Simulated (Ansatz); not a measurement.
Antifluorite K2Te, treated with LDA (Ansatz, an electronic-structure program, PAW).

Numerical settings: plane-wave cutoff 520 eV, 8×8×8 k mesh, Fermi–Dirac smearing 0.01 eV, scalar-relativistic PAW data made under PBE.

Computed at the level's own relaxed cell.

Task: Predict the band gap, lattice constant a and bulk modulus B0.

Result: 
- band gap = 2.14 eV (on the SCF k mesh)
- lattice constant a = 7.929 Å
- bulk modulus B0 = 16.8 GPa

Note: the relaxation could not lower the start's symmetry, so the cell can be a saddle point above a distorted one; the bulk modulus is −V dP/dV from two relaxed cells at ±2 % in volume; the volume lies 8 % below that of the published cell.

Spin–orbit coupling is not included; with these elements it can move the gap by several tenths of an eV or more.

Computed values are for the static lattice.
